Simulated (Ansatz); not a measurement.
The starting structures come from a database of crystals and need not be the phases stable at ambient conditions.

Tunnelling through a barrier is set by its complex band structure: the current falls as exp(−2κd) with the smallest κ.

Consider the following.

```xyz
16
Lattice="5.4513 0.0000 0.0000 0.0000 10.1264 0.0000 0.0000 0.0000 5.4513" Properties=species:S:1:pos:R:3 pbc="T T T"
K      2.7256     5.0632     2.7256
K      2.7256     0.0000     2.7256
Bi     0.0000     7.5948     0.0000
Bi     0.0000     2.5316     0.0000
F      3.9976     7.5948     3.9976
F      3.9976     2.5316     1.4536
F      1.4536     7.5948     1.4536
F      1.4536     2.5316     3.9976
F      4.3522     6.1633     0.9732
F      0.9732     3.9631     1.0990
F      1.0990     6.1633     4.4781
F      4.4781     3.9631     4.3522
F      4.3522     1.1001     4.4781
F      0.9732     9.0262     4.3522
F      1.0990     1.1001     0.9732
F      4.4781     9.0262     1.0990
```

Space group of this cell: P-4c2. The cell is taken as given; by r2SCAN its mean pressure is -4.4 GPa.

Transport runs along the normal of the first two printed cell vectors, the (100) plane of the conventional cell.

No gap correction and no spin-orbit coupling; mid-gap values are interpolated between computed energies.

### Question
Estimate the band gap and the smallest decay constant κ at mid-gap that r2SCAN in Ansatz (an electronic-structure program) returns for this system.

### Answer
Gap 3.24 eV on a 6×4×6 mesh; κ = 0.497 1/Å, at the zone centre.
